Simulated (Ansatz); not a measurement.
Consider a periodic stack without vacuum, polar orthorhombic HfO2 (0 0 1) on 4H silicon carbide (1 1 0) (film strained to the substrate, started from cuts of the bulks and a machine-learned relaxation; slabs Si36C36 and Hf24O48, which can lie off the formulas): substrate slab Si36C36, film Hf24O48, surface cells [[0, -1], [1, -1]] and [[1, 0], [1, 2]], film strained by -0.1 and +1.2 %, outermost planes CSi/CSi and Hf/O as cut, which need not be the usual terminations and can put a slab off its formula. Its start:

```yaml
crystal:
  lattice:
    - [5.35912, 0.00000, -0.00350]
    - [5.35912, 10.12928, -0.16864]
    - [-2.25404, -2.19691, 30.04141]
  atoms:
    - { symbol: Si, position: [0.40254, 0.47675, 0.02226] }
    - { symbol: Si, position: [0.76469, 0.97997, 0.02318] }
    - { symbol: Si, position: [0.89258, 0.21007, 0.99287] }
    - { symbol: Si, position: [0.69344, 0.73427, 0.02230] }
    - { symbol: C, position: [0.75712, 0.33914, 0.03619] }
    - { symbol: C, position: [0.93215, 0.80265, 0.02373] }
    - { symbol: C, position: [0.02520, 0.04735, 0.01531] }
    - { symbol: C, position: [0.87802, 0.55288, 0.02554] }
    - { symbol: Si, position: [0.76199, 0.52012, 0.07850] }
    - { symbol: Si, position: [0.25206, 0.00919, 0.07207] }
    - { symbol: Si, position: [0.33406, 0.25751, 0.08007] }
    - { symbol: Si, position: [0.16256, 0.76289, 0.07284] }
    - { symbol: C, position: [0.92903, 0.33186, 0.07722] }
    - { symbol: C, position: [0.43897, 0.82337, 0.07113] }
    - { symbol: C, position: [0.52246, 0.07341, 0.07248] }
    - { symbol: C, position: [0.36603, 0.57803, 0.07524] }
    - { symbol: Si, position: [0.26277, 0.53231, 0.12708] }
    - { symbol: Si, position: [0.75978, 0.02658, 0.12595] }
    - { symbol: Si, position: [0.84281, 0.27562, 0.12828] }
    - { symbol: Si, position: [0.67149, 0.78204, 0.12493] }
    - { symbol: C, position: [0.44622, 0.34287, 0.12747] }
    - { symbol: C, position: [0.94816, 0.84130, 0.12618] }
    - { symbol: C, position: [0.03124, 0.08879, 0.12406] }
    - { symbol: C, position: [0.86882, 0.59523, 0.12876] }
    - { symbol: Si, position: [0.76872, 0.54515, 0.17942] }
    - { symbol: Si, position: [0.26455, 0.04413, 0.17701] }
    - { symbol: Si, position: [0.34898, 0.29347, 0.17942] }
    - { symbol: Si, position: [0.18286, 0.79459, 0.17781] }
    - { symbol: C, position: [0.95265, 0.35699, 0.17849] }
    - { symbol: C, position: [0.45335, 0.85760, 0.17701] }
    - { symbol: C, position: [0.53756, 0.10619, 0.17749] }
    - { symbol: C, position: [0.37403, 0.60731, 0.17866] }
    - { symbol: Si, position: [0.27332, 0.56076, 0.23028] }
    - { symbol: Si, position: [0.77385, 0.05994, 0.22947] }
    - { symbol: Si, position: [0.85702, 0.30968, 0.23040] }
    - { symbol: Si, position: [0.68789, 0.81097, 0.22933] }
    - { symbol: C, position: [0.45982, 0.37335, 0.23021] }
    - { symbol: C, position: [0.96035, 0.87307, 0.22954] }
    - { symbol: C, position: [0.04575, 0.12214, 0.22931] }
    - { symbol: C, position: [0.87722, 0.62390, 0.23069] }
    - { symbol: Si, position: [0.77788, 0.57705, 0.28215] }
    - { symbol: Si, position: [0.28154, 0.07671, 0.28135] }
    - { symbol: Si, position: [0.36397, 0.32649, 0.28213] }
    - { symbol: Si, position: [0.19541, 0.82684, 0.28153] }
    - { symbol: C, position: [0.96707, 0.38950, 0.28168] }
    - { symbol: C, position: [0.46673, 0.88956, 0.28120] }
    - { symbol: C, position: [0.55355, 0.13895, 0.28138] }
    - { symbol: C, position: [0.38164, 0.63966, 0.28173] }
    - { symbol: Si, position: [0.28029, 0.59297, 0.33296] }
    - { symbol: Si, position: [0.79310, 0.09277, 0.33265] }
    - { symbol: Si, position: [0.86927, 0.34276, 0.33323] }
    - { symbol: Si, position: [0.70335, 0.84320, 0.33285] }
    - { symbol: C, position: [0.47319, 0.40646, 0.33378] }
    - { symbol: C, position: [0.97384, 0.90626, 0.33354] }
    - { symbol: C, position: [0.06305, 0.15618, 0.33369] }
    - { symbol: C, position: [0.88446, 0.65679, 0.33394] }
    - { symbol: Si, position: [0.78509, 0.61100, 0.38565] }
    - { symbol: Si, position: [0.29871, 0.11126, 0.38560] }
    - { symbol: Si, position: [0.37746, 0.36145, 0.38568] }
    - { symbol: Si, position: [0.20625, 0.86072, 0.38534] }
    - { symbol: C, position: [0.97761, 0.42454, 0.38441] }
    - { symbol: C, position: [0.47703, 0.92468, 0.38434] }
    - { symbol: C, position: [0.56743, 0.17384, 0.38404] }
    - { symbol: C, position: [0.39007, 0.67351, 0.38421] }
    - { symbol: Si, position: [0.27478, 0.61989, 0.43135] }
    - { symbol: Si, position: [0.83021, 0.12088, 0.43116] }
    - { symbol: Si, position: [0.86910, 0.37119, 0.43231] }
    - { symbol: Si, position: [0.73397, 0.87096, 0.43208] }
    - { symbol: C, position: [0.47481, 0.43710, 0.43923] }
    - { symbol: C, position: [0.99924, 0.93814, 0.43894] }
    - { symbol: C, position: [0.09105, 0.19025, 0.43993] }
    - { symbol: C, position: [0.88236, 0.68934, 0.43974] }
    - { symbol: Hf, position: [0.74897, 0.73696, 0.50857] }
    - { symbol: Hf, position: [0.23349, 0.23541, 0.50720] }
    - { symbol: Hf, position: [0.17872, 0.77284, 0.59269] }
    - { symbol: Hf, position: [0.67840, 0.27037, 0.59080] }
    - { symbol: Hf, position: [0.94964, 0.50740, 0.59140] }
    - { symbol: Hf, position: [0.44652, 0.00582, 0.59241] }
    - { symbol: Hf, position: [0.49280, 0.48525, 0.50978] }
    - { symbol: Hf, position: [0.99454, 0.98346, 0.51015] }
    - { symbol: O, position: [0.85267, 0.92087, 0.63324] }
    - { symbol: O, position: [0.35790, 0.41938, 0.63124] }
    - { symbol: O, position: [0.80116, 0.89445, 0.54768] }
    - { symbol: O, position: [0.29742, 0.39477, 0.54553] }
    - { symbol: O, position: [0.84753, 0.34721, 0.54621] }
    - { symbol: O, position: [0.34752, 0.84897, 0.54757] }
    - { symbol: O, position: [0.89239, 0.38480, 0.63225] }
    - { symbol: O, position: [0.38896, 0.88473, 0.63371] }
    - { symbol: O, position: [0.73485, 0.58244, 0.53091] }
    - { symbol: O, position: [0.23032, 0.08263, 0.53267] }
    - { symbol: O, position: [0.52001, 0.61206, 0.61410] }
    - { symbol: O, position: [0.01663, 0.11301, 0.61508] }
    - { symbol: O, position: [0.94836, 0.68066, 0.61563] }
    - { symbol: O, position: [0.44817, 0.17953, 0.61494] }
    - { symbol: O, position: [0.16060, 0.65277, 0.53476] }
    - { symbol: O, position: [0.65589, 0.15192, 0.53239] }
    - { symbol: Hf, position: [0.76213, 0.80003, 0.67709] }
    - { symbol: Hf, position: [0.25831, 0.29840, 0.67536] }
    - { symbol: Hf, position: [0.19911, 0.82522, 0.76160] }
    - { symbol: Hf, position: [0.69978, 0.32416, 0.75833] }
    - { symbol: Hf, position: [0.96889, 0.56098, 0.75822] }
    - { symbol: Hf, position: [0.46980, 0.05783, 0.76052] }
    - { symbol: Hf, position: [0.52399, 0.53413, 0.67560] }
    - { symbol: Hf, position: [0.02741, 0.03244, 0.67698] }
    - { symbol: O, position: [0.86677, 0.97819, 0.80267] }
    - { symbol: O, position: [0.37374, 0.47474, 0.79987] }
    - { symbol: O, position: [0.82839, 0.94877, 0.71799] }
    - { symbol: O, position: [0.32572, 0.44734, 0.71549] }
    - { symbol: O, position: [0.86558, 0.40917, 0.71749] }
    - { symbol: O, position: [0.36733, 0.90949, 0.71871] }
    - { symbol: O, position: [0.91064, 0.43805, 0.80366] }
    - { symbol: O, position: [0.41312, 0.93830, 0.80415] }
    - { symbol: O, position: [0.76805, 0.63490, 0.69641] }
    - { symbol: O, position: [0.26184, 0.13773, 0.69833] }
    - { symbol: O, position: [0.54448, 0.65804, 0.77850] }
    - { symbol: O, position: [0.03775, 0.16515, 0.78200] }
    - { symbol: O, position: [0.95871, 0.73693, 0.78096] }
    - { symbol: O, position: [0.46845, 0.23509, 0.78302] }
    - { symbol: O, position: [0.19427, 0.70912, 0.69818] }
    - { symbol: O, position: [0.69190, 0.20758, 0.69818] }
    - { symbol: Hf, position: [0.79432, 0.85062, 0.84666] }
    - { symbol: Hf, position: [0.28149, 0.35608, 0.84223] }
    - { symbol: Hf, position: [0.26615, 0.85909, 0.92264] }
    - { symbol: Hf, position: [0.70433, 0.38505, 0.92448] }
    - { symbol: Hf, position: [0.99772, 0.62441, 0.93193] }
    - { symbol: Hf, position: [0.48431, 0.11872, 0.92515] }
    - { symbol: Hf, position: [0.55282, 0.58567, 0.84118] }
    - { symbol: Hf, position: [0.04805, 0.08443, 0.84311] }
    - { symbol: O, position: [0.17399, 0.97049, 0.97911] }
    - { symbol: O, position: [0.39516, 0.52334, 0.96948] }
    - { symbol: O, position: [0.86373, 0.00898, 0.88862] }
    - { symbol: O, position: [0.35132, 0.50808, 0.88445] }
    - { symbol: O, position: [0.89905, 0.47118, 0.89493] }
    - { symbol: O, position: [0.39895, 0.96834, 0.88801] }
    - { symbol: O, position: [0.11036, 0.45054, 0.00823] }
    - { symbol: O, position: [0.58389, 0.01887, 0.97545] }
    - { symbol: O, position: [0.77757, 0.68873, 0.86503] }
    - { symbol: O, position: [0.25860, 0.20195, 0.86515] }
    - { symbol: O, position: [0.59384, 0.72114, 0.95734] }
    - { symbol: O, position: [0.07745, 0.23718, 0.95466] }
    - { symbol: O, position: [0.99424, 0.78908, 0.92427] }
    - { symbol: O, position: [0.61189, 0.24976, 0.95579] }
    - { symbol: O, position: [0.23342, 0.77006, 0.85366] }
    - { symbol: O, position: [0.70740, 0.26463, 0.86746] }
```

The start was prepared with a machine-learned potential, and the result is one local minimum, with the in-plane cell held and forces under 0.04 eV/Å; the film can end far from its bulk form.

Level of theory: PBE (plane waves to 420 eV, PAW; Ansatz, a program for electronic structure). Spin–orbit coupling is left out; the runs are not spin-polarised; PBE gaps are too small against experiment. Its k-point mesh 5×3×1, Fermi–Dirac width 0.05 eV.

Q: Predict the relaxed interface.

A: 
- interface area: 54.3 Å²
- period: 29.98 Å
- heights between the nearest atoms of the two slabs at the two interfaces: 1.99 and -0.20 Å
- Hf–Si contacts across the interfaces within 1.22 times the sum of covalent radii: 14, mean 3.12 Å
- O–Si contacts across the interfaces within 1.22 times the sum of covalent radii: 6, mean 1.75 Å
- C–Hf contacts across the interfaces within 1.22 times the sum of covalent radii: 4, mean 2.23 Å
- C–O contacts across the interfaces within 1.22 times the sum of covalent radii: 2, mean 1.45 Å
- two interfaces: unlike, so that offsets are their mean
